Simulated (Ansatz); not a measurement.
Take Ag$_{2}$O (space group Pn-3m, No. 224; a = 4.812 Å) as the base.

Calculations: Ansatz (a quantum-chemistry and plane-wave program), PBE, PAW, cutoff 420 eV, no spin-orbit coupling.

Strains are applied to the cell and any free atomic positions relax.

One change was made to it. Results:

```tsv
quantity	base	after
energy relative to the base (free energy F)	0 meV/atom	+19 meV/atom
pressure	0.0 GPa	-4.1 GPa
```

Problem. Name the change that was made.
(A) isotropic strain +3.00 %
(B) isotropic strain +1.80 %
(C) isotropic strain +2.40 %
(D) isotropic strain +0.60 %
(E) isotropic strain +1.20 %

Solution. C, isotropic strain +2.40 %. For comparison, the energy relative to the base in the other runs: isotropic strain +0.60 % gives +1.3 meV/atom; isotropic strain +3.00 % gives +29 meV/atom; isotropic strain +1.80 % gives +11 meV/atom; isotropic strain +1.20 % gives +5.0 meV/atom.

The mesh was chosen for an insulator and is coarse for the gapless case. Stability against distortions was not tested. No Hubbard U is applied, and correlation can decide whether such a compound is a metal. All final runs are without spin polarisation.
